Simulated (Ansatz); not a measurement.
The starting structures come from a database of crystals and need not be the phases stable at ambient conditions.

 Where the default PAW files enter, the runs use the earlier of Ansatz's two default sets.

**Evanescent states of CsCdF3 (Pm-3m, cubic perovskite, not sure to be the ambient phase, 5 atoms a cell, 18.1 Å³ an atom) along the normal of (001)**

Level of theory: PBEsol (plane waves, PAW; Ansatz, a quantum-chemistry and plane-wave program).

No gap correction and no spin-orbit coupling; mid-gap values are interpolated between computed energies.

Energies count from the valence-band top; κ is the least over a 8×8 mesh across the current.

```csv
E (eV),κ (1/Å),where
0.08,0.100,off Γ
0.24,0.172,off Γ
0.40,0.220,off Γ
0.56,0.259,off Γ
0.72,0.291,off Γ
0.88,[?],off Γ
1.04,[?],off Γ
1.20,[?],off Γ
1.36,[?],Γ
1.52,[?],Γ
1.68,[?],Γ
1.84,[?],Γ
2.00,[?],Γ
2.16,[?],Γ
2.32,[?],Γ
2.48,0.258,Γ
2.64,0.230,Γ
2.80,0.196,Γ
2.96,0.153,Γ
3.12,0.086,Γ
```

Some entries are withheld; supply them.


- 0.88, κ (1/Å): 0.320
- 1.04, κ (1/Å): 0.345
- 1.20, κ (1/Å): 0.369
- 1.36, κ (1/Å): 0.371
- 1.52, κ (1/Å): 0.361
- 1.68, κ (1/Å): 0.349
- 1.84, κ (1/Å): 0.336
- 2.00, κ (1/Å): 0.320
- 2.16, κ (1/Å): 0.302
- 2.32, κ (1/Å): 0.282
